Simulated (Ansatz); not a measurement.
Start from WS$_{2}$ in the 2H-MoS2 type structure (space group P6_3/mmc, No. 194; a = 3.1148 Å, c = 11.7731 Å; layered, stacked along the Cartesian z axis).

Modification: cell and atoms relaxed at a pressure of 9 GPa.

Levels (all Ansatz, a first-principles code, PAW): PBEsol-D3(BJ) (420 eV, spin-orbit coupling left out); r2SCAN (500 eV, no spin-orbit coupling); HSE06 (420 eV, no spin-orbit coupling).

At the geometry relaxed with PBEsol-D3(BJ), these levels gave the following band gaps, in shuffled order: (a) 0.41 eV, (b) 0.74 eV, (c) 0.26 eV.

Match each gap to its level.

(a) r2SCAN; (b) HSE06; (c) PBEsol-D3(BJ).

Single points use the geometry relaxed with PBEsol-D3(BJ). The hybrid gap comes from the SCF mesh plus the semilocal run's edge points and a few special points and is an upper bound. Spin-orbit coupling, missing from the scalar runs, can matter with W. Load acts through the strain it causes; cell and atoms are relaxed under it. Whether these cells are dynamically stable was not tested. Competing high-pressure phases were not computed. A zero or small gap of WS2 under pressure 9 GPa can be the functional's error rather than a property of the material.
